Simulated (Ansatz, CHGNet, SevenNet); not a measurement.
Equilibrium lattice constant a of rock-salt TaC: levels of theory against measurement

Reference value: 4.456 Å (measured, 300 K, not corrected to a static lattice; as tabulated in Wikipedia's data pages).

| level (code) | value (Å) | difference (%) |
|---|---|---|
| CHGNet 0.3.0 (CHGNet) | 4.485 | +0.65 |
| SevenNet-l3i5 (SevenNet) | 4.481 | +0.56 |
| LDA (Ansatz) | 4.414 | -0.94 |
| PBE (Ansatz) | 4.475 | +0.43 |
| PBE+SOC (Ansatz) | 4.474 | +0.40 |
| PBEsol (Ansatz) | 4.440 | -0.36 |
| PBEsol+SOC (Ansatz) | 4.438 | -0.40 |
| PBE-D3(BJ) (Ansatz) | 4.444 | -0.27 |
| PBE-D4 (Ansatz) | 4.456 | 0.00 |
| rVV10 (Ansatz) | 4.502 | +1.03 |
| HSE06 (Ansatz) | 4.448 | -0.18 |
| PBE0 (Ansatz) | 4.448 | -0.18 |

The reference is not for a static lattice or low temperature, so close values are not ranked against it.

The reference has no zero-point or thermal correction, while the calculations are for a static lattice, so the differences are not the levels' errors alone. A static lattice is as a rule a little smaller than the measured one.  Density-functional levels without +SOC have no spin–orbit coupling. Cutoffs and k meshes differ between the levels. Ansatz's density-functional and Hartree–Fock values are scalar-relativistic unless marked +SOC, with PAW data made under PBE.

Machine-learned potentials (CHGNet 0.3.0, SevenNet-l3i5) are trained on DFT data, which may include these solids.

Differences are worked out from the printed values.

Ansatz is a first-principles code.
